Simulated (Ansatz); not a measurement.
Worked example: relaxation of the atoms of Ta3PC2 (P1, 12 atoms in the cell) in Ansatz (an electronic-structure program).

Computed with revPBE, default PAW files made with PBE (plane waves; Ansatz).

The change in words: atoms moved at random; relax: default → atoms; relax.f_tol: default → 0.03 eV/Å. Reference geometry:
```
CELL_PARAMETERS angstrom
      3.10716     0.00000     0.00000
     -1.55358     2.69088     0.00000
      0.00000     0.00000    17.90139
ATOMIC_POSITIONS crystal
  Ta 0.00000 0.00000 0.00000
  Ta 0.00000 0.00000 0.50000
  Ta 0.33333 0.66667 0.13500
  Ta 0.66667 0.33333 0.63500
  Ta 0.66667 0.33333 0.86500
  Ta 0.33333 0.66667 0.36500
  P  0.00000 0.00000 0.25000
  P  0.00000 0.00000 0.75000
  C  0.33333 0.66667 0.57250
  C  0.66667 0.33333 0.07250
  C  0.66667 0.33333 0.42750
  C  0.33333 0.66667 0.92750
```

Reference input (self-consistent single point, DFT, revPBE, plane waves, default PAW files made with PBE): basis.ecutwfc = 420 eV; kpoints.mp_grid.grid = 10 10 2; hamiltonian.xc = revpbe; hamiltonian.pseudopotentials = {kind: paw} (the program's default PAW files); scf.occupations.method = gaussian; scf.occupations.width = 0.1 eV. This run's input differs from it in these lines:

Ansatz 0.2 input:
```diff
@@ -7,14 +7,14 @@
   atoms:
-    - { symbol: Ta, position: [0.000000, 0.000000, 0.000000] }
-    - { symbol: Ta, position: [0.000000, 0.000000, 0.500000] }
-    - { symbol: Ta, position: [0.333333, 0.666667, 0.135000] }
-    - { symbol: Ta, position: [0.666667, 0.333333, 0.635000] }
-    - { symbol: Ta, position: [0.666667, 0.333333, 0.865000] }
-    - { symbol: Ta, position: [0.333333, 0.666667, 0.365000] }
-    - { symbol: P, position: [0.000000, 0.000000, 0.250000] }
-    - { symbol: P, position: [0.000000, 0.000000, 0.750000] }
-    - { symbol: C, position: [0.333333, 0.666667, 0.572500] }
-    - { symbol: C, position: [0.666667, 0.333333, 0.072500] }
-    - { symbol: C, position: [0.666667, 0.333333, 0.427500] }
-    - { symbol: C, position: [0.333333, 0.666667, 0.927500] }
+    - { symbol: Ta, position: [0.015685, 0.039663, 0.000975] }
+    - { symbol: Ta, position: [0.039849, 0.021942, 0.499104] }
+    - { symbol: Ta, position: [0.316902, 0.649702, 0.137188] }
+    - { symbol: Ta, position: [0.651282, 0.312516, 0.634489] }
+    - { symbol: Ta, position: [0.647246, 0.331058, 0.863515] }
+    - { symbol: Ta, position: [0.324144, 0.661103, 0.361419] }
+    - { symbol: P, position: [0.004050, 0.013708, 0.254153] }
+    - { symbol: P, position: [0.011717, 0.002933, 0.746206] }
+    - { symbol: C, position: [0.324108, 0.657711, 0.573710] }
+    - { symbol: C, position: [0.669398, 0.321028, 0.082004] }
+    - { symbol: C, position: [0.632149, 0.321174, 0.425374] }
+    - { symbol: C, position: [0.363470, 0.667463, 0.921863] }
 basis:
@@ -28,2 +28,4 @@
   occupations: { method: gaussian, width: 0.1 eV }
+relax:
+  f_tol: 0.03
 output:
```

Output, abridged:

```
   [... SCF lines of the steps left out ...]
relax step   1: F+E_penalty+E_count = -62175.69777821 eV  Δ(F+E_penalty+E_count) = +0.000e0 eV  max|allowed force component| = 4.065e0 eV/Å  Δτ_max = 0.0000 Å  (6 SCF iters, dr2 threshold 2.25e-5 eV, accepted)
relax step   2: F+E_penalty+E_count = -62177.52298560 eV  Δ(F+E_penalty+E_count) = -1.825e0 eV  max|allowed force component| = 1.993e0 eV/Å  Δτ_max = 0.1947 Å  (7 SCF iters, dr2 threshold 1.00e-4 eV, accepted)
relax step   3: F+E_penalty+E_count = -62177.89352339 eV  Δ(F+E_penalty+E_count) = -3.705e-1 eV  max|allowed force component| = 1.175e-1 eV/Å  Δτ_max = 0.1082 Å  (6 SCF iters, dr2 threshold 1.00e-4 eV, accepted)
relax step   4: F+E_penalty+E_count = -62177.89567076 eV  Δ(F+E_penalty+E_count) = -2.147e-3 eV  max|allowed force component| = 5.997e-3 eV/Å  Δτ_max = 0.0062 Å  (6 SCF iters, accepted)
Free energy (F): -62177.895671 eV
Internal energy: -62177.876174 eV  (E = F + TS)
E sigma→0 (E₀):  -62177.885922 eV
Entropy (-TS):   -0.019497 eV (-1.625 meV/atom)
Fermi energy:    18.804908 eV
--- Forces (eV/Å), atoms counted from 1 ---
  atom   1  Ta     0.00022207    -0.00000462    -0.00008769
  atom   2  Ta    -0.00023192    -0.00028699     0.00020160
  atom   3  Ta    -0.00140421    -0.00001189     0.00410137
  atom   4  Ta     0.00156877     0.00042807     0.00427249
  atom   5  Ta     0.00118027     0.00062799    -0.00428193
  atom   6  Ta    -0.00104626     0.00002527    -0.00436980
  atom   7  P      0.00057332    -0.00026817     0.00370195
  atom   8  P     -0.00115951    -0.00050913    -0.00599656
  atom   9  C     -0.00002616     0.00014636    -0.00382075
  atom  10  C      0.00001216    -0.00019814    -0.00344697
   [... lines left out ...]
    - { symbol: C, position: [0.3332948037500992, 0.6666532007502496, 0.5739868259207606] }
    - { symbol: C, position: [0.666704875370993, 0.3333496488387761, 0.07397641247775641] }
    - { symbol: C, position: [0.6666774944687374, 0.3333317055280205, 0.4260045820666737] }
    - { symbol: C, position: [0.33331049356645004, 0.6666638004181068, 0.9260233841505545] }
```

The run converged.  The full log also holds: “iter 5 did not close the SCF: its close was put off for the readings that it lacked (scf_convergence_deferred on its scf_iter line)”.

Summary of the result:
```
Quantity                                                  Value
-----------------------------------------------  --------------
Free energy E − TS (on the zero of these files)  -62177.8957 eV
Fermi level (on the code's own zero)                   18.80 eV
Pressure                                               6.66 GPa
Largest force (vector length)                        0.006 eV/Å
Relaxation steps                                              4
```

The starting cell was generated: these elements placed on a structure prototype, without a prior relaxation; it need not be a known phase or ordering of this composition. For this run, on top of that: atoms moved at random. Spin polarisation is off. Ansatz's pressure includes its estimate of the finite-basis (Pulay) stress.

Cost on one core of a shared machine: roughly 3 min.
